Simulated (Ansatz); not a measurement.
**GaSe: pressure series**

The reference is GaSe in the beta-GaS type structure (space group P6_3/mmc, No. 194; a = 3.705 Å, c = 15.508 Å; layered, stacked along the Cartesian z axis).

Cell and atoms are relaxed at each pressure.

Level of theory: PBEsol-D3(BJ) (Ansatz, a first-principles code), no spin-orbit coupling, earlier PAW set.

```json
[
 {"change": "base", "band gap": "0.82 eV", "smallest direct gap": "0.93 eV", "density": "5.36 g/cm³"},
 {"change": "pressure 1.8 GPa", "band gap": "0.70 eV", "smallest direct gap": "1.03 eV", "density": "5.58 g/cm³"},
 {"change": "pressure 4.2 GPa", "band gap": "0.55 eV", "smallest direct gap": "1.21 eV", "density": "5.82 g/cm³"},
 {"change": "pressure 9 GPa", "band gap": "0.21 eV", "smallest direct gap": "1.58 eV", "density": "6.20 g/cm³"}
]
```

Load acts through the strain it causes; cell and atoms are relaxed under it. Stability against distortions was not tested. Competing high-pressure phases were not computed. The zero or small gap of GaSe under pressure 9 GPa can change with the level of theory.
